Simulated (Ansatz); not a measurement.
Start from LiF in the rock salt structure (space group Fm-3m, No. 225; a = 4.008 Å).

All numbers come from PBEsol (Ansatz, an electronic-structure program), no spin-orbit coupling.

Before the change:

* **Width of the top valence band**: 1.04 eV
* **Electron mass**: 0.88 mₑ (at Γ)
* **Pressure**: -0.01 GPa

One thing is altered: every lattice vector is shortened by 0.50 %, atoms relaxed at fixed cell.

Task: Estimate the effect on the width of the top valence band, mean gap deformation potential ΔEg/Δln V, electron mass and pressure.

Result: The width of the top valence band goes up by 0.02 eV to 1.06 eV; the mean gap deformation potential ΔEg/Δln V amounts to -9.0 eV; the electron mass changes from 0.88 mₑ (at Γ) to 0.89 mₑ (at Γ); the pressure increases by 1.12 GPa to 1.11 GPa.

The cells carry an imposed strain or load. Masses are band curvatures over ±0.01 Å⁻¹ around the edge. Whether these cells are dynamically stable was not tested.
